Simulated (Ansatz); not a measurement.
The parent structure is SrTiO₃ in the cubic perovskite structure (space group Pm-3m, No. 221).

```xyz
5
Lattice="3.8911 0.0000 0.0000 0.0000 3.8911 0.0000 0.0000 0.0000 3.8911" Properties=species:S:1:pos:R:3 pbc="T T T"
Sr     0.0000     0.0000     0.0000
Ti     1.9456     1.9456     1.9456
O      1.9456     0.0000     1.9456
O      0.0000     1.9456     1.9456
O      1.9456     1.9456     0.0000
```

Cartesian axes are those of the cell as printed.

Method: plane-wave PAW DFT at the PBEsol level (Ansatz, a first-principles code, 420 eV), no spin-orbit coupling.

For the base:

- Smallest direct gap: 2.19 eV

Now apply this change: compressive biaxial strain of 2.00 % in the plane normal to [111], as in epitaxy on a mismatched substrate; the out-of-plane cell vector and the atoms relax.

Question: What does the calculation give for the smallest direct gap, out-of-plane strain and in-plane stress after the change?

Answer: The smallest direct gap falls by 0.09 eV to 2.10 eV; the out-of-plane strain amounts to +1.37 %; the mean in-plane stress (compression positive) amounts to +8.0 GPa.

Stability against distortions was not tested. The final runs are not spin-polarised. Many cubic perovskites are stable only at high temperature; tilts and polar distortions were not tested.
